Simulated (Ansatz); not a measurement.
Al3Sc (I4/mmm, No. 139, 4 atoms in the cell; start mp-999204; a measured phase of this formula has another space group), treated with PBEsol in Ansatz (PAW).

Numerical settings: plane-wave cutoff 520 eV, 20×20×20 k mesh, Fermi–Dirac smearing 0.05 eV, scalar-relativistic PAW data made under PBE.

Cell (relaxed at this level):

```cif
data_Al3Sc
_chemical_formula_sum 'Sc1 Al3'
_space_group_name_H-M_alt 'P 1'
_space_group_IT_number 1
_cell_length_a 5.20390
_cell_length_b 5.20390
_cell_length_c 5.20390
_cell_angle_alpha 134.916
_cell_angle_beta 134.916
_cell_angle_gamma 65.661
loop_
_space_group_symop_operation_xyz
  'x, y, z'
loop_
_atom_site_label
_atom_site_type_symbol
_atom_site_fract_x
_atom_site_fract_y
_atom_site_fract_z
_atom_site_occupancy
Sc1 Sc 0.00000 0.00000 0.00000 1
Al1 Al 0.75000 0.25000 0.50000 1
Al2 Al 0.25000 0.75000 0.50000 1
Al3 Al 0.50000 0.50000 0.00000 1
```

Problem. Predict the bulk modulus B0.

Solution. 
bulk modulus B0: 87.4 GPa

The run finds no gap.

Note: the bulk modulus is −V dP/dV from two relaxed cells at ±2 % in volume; the relaxation could not lower the start's symmetry, so the cell can be a saddle point above a distorted one.

The result took around 2.7 core-minutes (rough).

A start named mp-… is a Materials Project structure, which need not be a measured phase.

Ansatz is a quantum-chemistry and plane-wave program.
